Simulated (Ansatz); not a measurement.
# MgSe in the rock salt structure (space group Fm-3m, No. 225)

```cif
data_Mg4Se4
_chemical_formula_sum 'Se4 Mg4'
_space_group_name_H-M_alt 'Fm-3m'
_space_group_IT_number 225
_space_group_name_Hall '-F 4 2 3'
_cell_length_a 5.44978
_cell_length_b 5.44978
_cell_length_c 5.44978
_cell_angle_alpha 90.000
_cell_angle_beta 90.000
_cell_angle_gamma 90.000
loop_
_atom_site_label
_atom_site_type_symbol
_atom_site_symmetry_multiplicity
_atom_site_Wyckoff_symbol
_atom_site_fract_x
_atom_site_fract_y
_atom_site_fract_z
_atom_site_occupancy
Se1 Se 4 a 0.00000 0.00000 0.00000 1
Mg1 Mg 4 b 0.50000 0.50000 0.50000 1
```
(The calculation used a cell of 2 atoms; values per cell refer to that cell.)

All numbers come from Ansatz (an electronic-structure program), PBEsol, PAW, cutoff 420 eV, scalar-relativistic without spin-orbit coupling. Γ-centred 10×10×10 mesh, Fermi–Dirac width 0.05 eV.

```json
{
  "volume_per_atom": "20.23 Å³",
  "density": "4.24 g/cm³",
  "band_gap": "1.78 eV, indirect, Γ → X",
  "electron_mass": "0.49 mₑ along k, 0.23 mₑ across",
  "Hole mass (degenerate bands, along [100])": "0.16, 0.77, 0.77 mₑ",
  "Lowest conduction-band minima above the VBM": "X along ⟨100⟩ 1.78 eV; Γ 2.50 eV",
  "total_energy": "-3669.392 eV/atom (σ→0; compares only within this code and set-up)"
}
```

Masses are band curvatures over ±0.01 Å⁻¹ around the edge. Along k means along the line from Γ to the band edge. Whether these cells are dynamically stable was not tested.
